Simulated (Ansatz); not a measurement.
The reference is CaC2 (space group C2/c, No. 15; a = 6.5202 Å, b = 4.0835 Å, c = 7.2909 Å, α = γ = 90.00°, β = 106.08°; a cell from a computed database, its experimental status unchecked).

Modification: every lattice vector is shortened by 0.29 %; the atoms relax in the strained cell.

Levels (all Ansatz, a quantum-chemistry and plane-wave program, PAW): PBEsol (420 eV, scalar-relativistic without spin-orbit coupling); r2SCAN (500 eV, no spin-orbit coupling).

The geometry is relaxed with PBEsol.

| Quantity | Result |
|---|---|
| PBEsol smallest direct gap | 2.41 eV |
| PBEsol band gap | 1.70 eV |
| PBEsol gap character | indirect, Γ–C (64 % along) → Y₂ |

With r2SCAN at the same geometry, the smallest direct gap goes up by 0.45 eV to 2.86 eV; the band gap increases by 0.452 eV (1.70 eV → 2.16 eV); the gap character remains indirect, Γ–C (64 % along) → Y₂.

Single points use the geometry relaxed with PBEsol. Whether these cells are dynamically stable was not tested.
